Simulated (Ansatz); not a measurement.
Base system: ZnS in the zinc blende structure (space group F-43m, No. 216; a = 5.297 Å). Axes: x, y, z lie along the cube axes.

Method: LDA/PAW in Ansatz (a program for electronic structure), spin-orbit coupling left out.

Strains are applied to the cell and any free atomic positions relax.

One change was made to it. Results:

```json
[
 {"quantity": "valence-band top at Γ (three highest levels, from the VBM)", "base": "0.00, 0.00, 0.00 eV", "after": "0.00, -0.02, -0.03 eV"},
 {"quantity": "band gap", "base": "2.13 eV", "after": "2.11 eV"},
 {"quantity": "energy relative to the base (free energy F)", "base": "0 meV/atom", "after": "+0.1 meV/atom"}
]
```

### Question
Name the change that was made.
A. tensor shear ε_xy = +1.14 %
B. tensor shear ε_xy = +0.29 %
C. tensor shear ε_xy = +1.71 %
D. tensor shear ε_xy = +2.00 %

### Answer
B, tensor shear ε_xy = +0.29 %. For comparison, the band gap in the other runs: tensor shear ε_xy = +1.14 % gives 2.05 eV; tensor shear ε_xy = +2.00 % gives 1.98 eV; tensor shear ε_xy = +1.71 % gives 2.01 eV.

Whether these cells are dynamically stable was not tested.
